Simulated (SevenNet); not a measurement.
A15 Mo3Si

Method: the machine-learned potential SevenNet-0 (trained on PBE and PBE+U data).

Cell (relaxed at this level):

```cif
data_Mo6Si2
_chemical_formula_sum 'Si2 Mo6'
_space_group_name_H-M_alt 'Pm-3n'
_space_group_IT_number 223
_space_group_name_Hall '-P 4n 2 3'
_cell_length_a 4.91979
_cell_length_b 4.91979
_cell_length_c 4.91979
_cell_angle_alpha 90.000
_cell_angle_beta 90.000
_cell_angle_gamma 90.000
loop_
_atom_site_label
_atom_site_type_symbol
_atom_site_symmetry_multiplicity
_atom_site_Wyckoff_symbol
_atom_site_fract_x
_atom_site_fract_y
_atom_site_fract_z
_atom_site_occupancy
Si1 Si 2 a 0.00000 0.00000 0.00000 1
Mo1 Mo 6 c 0.00000 0.50000 0.25000 1
```

```yaml
lattice_constant_a: 4.920 Å
equilibrium_volume_per_atom: 14.89 Å³/atom
```

Measured, for comparison: lattice constant a 4.889 Å (temperature not stated, copied from a table, unchecked, no zero-point or thermal correction; as tabulated in Dopovidi Akademii Nauk Ukrains'koi RSR, Seriya A: Fiziko-Tekhnichni ta Matematichni Nauki 1970, 553 (1970)). Computed (rounded) less measured: lattice constant a not scored (unchecked).

A machine-learned potential is trained on density-functional data: it inherits that level's misses and adds fitting errors of its own.
